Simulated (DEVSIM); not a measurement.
## abrupt GaAs p-n junction

Device: abrupt GaAs p-n junction, at 300 K.

| layer (left to right) | material | thickness (μm) | Nd (cm⁻³) | Na (cm⁻³) | τn (s) | τp (s) |
|---|---|---|---|---|---|---|
| 1 | GaAs | 1.10 | - | 1.3e15 | 2.1e-8 | 2.1e-8 |
| 2 | GaAs | 0.730 | 1.2e17 | - | 2.1e-8 | 2.1e-8 |

Left contact: ohmic. Right contact: ohmic. Voltage is applied to the left contact. Recombination: SRH at mid-gap, Auger. Mobility is μmin + (μ − μmin)/(1 + (N/Nref)^α).

The device is made up for the run: typed textbook-type constants, with dimensions and the other settings drawn at random. Values at 300 K.

| parameter | GaAs |
|---|---|
| gap (eV) | 1.424 |
| affinity (eV) | 4.07 |
| permittivity | 12.9 |
| Nc (cm⁻³) | 4.7e17 |
| Nv (cm⁻³) | 9e18 |
| μn (cm²/Vs) | 8500 |
| μp (cm²/Vs) | 400 |
| μn,min | 500 |
| μp,min | 20 |
| Nref,n | 6e16 |
| Nref,p | 1.5e17 |
| αn | 0.39 |
| αp | 0.38 |
| Cn (cm⁶/s) | 1e-30 |
| Cp (cm⁶/s) | 1e-30 |

Model (solved in DEVSIM): 1D drift-diffusion, Boltzmann statistics, complete ionisation; no tunnelling, impact ionisation, image-force lowering or self-heating.

```
Item                                               Result
---------------------------------------------  ----------
Potential step across the device at zero bias     1.160 V
Largest field in the device at zero bias       25000 V/cm
Dark forward voltage at 1 A/cm²                   0.878 V
Dark forward voltage at 100 A/cm²                 1.008 V
```

Dark reverse current:

| V (V) | J (A/cm²) |
|---|---|
| -0.20 | -1.4e-10 |
| -0.50 | -2.7e-10 |
| -1.00 | -4.3e-10 |
| -1.50 | -5.3e-10 |
| -2.00 | -6.0e-10 |
| -3.00 | -6.9e-10 |
| -4.00 | -7.5e-10 |
| -5.00 | -7.9e-10 |
| -6.50 | -8.2e-10 |
| -8.00 | -8.5e-10 |
| -10.00 | -8.8e-10 |

Small-signal capacitance in reverse bias (quasi-static):

| V (V) | C (nF/cm²) |
|---|---|
| -0.2 | 10.6 |
| -0.5 | 10.4 |
| -1 | 10.3 |
| -1.5 | 10.2 |
| -2 | 10.2 |
| -3 | 10.1 |
| -4 | 10.1 |
| -5 | 10.0 |
| -6.5 | 9.97 |
| -8 | 9.90 |
| -10 | 9.81 |
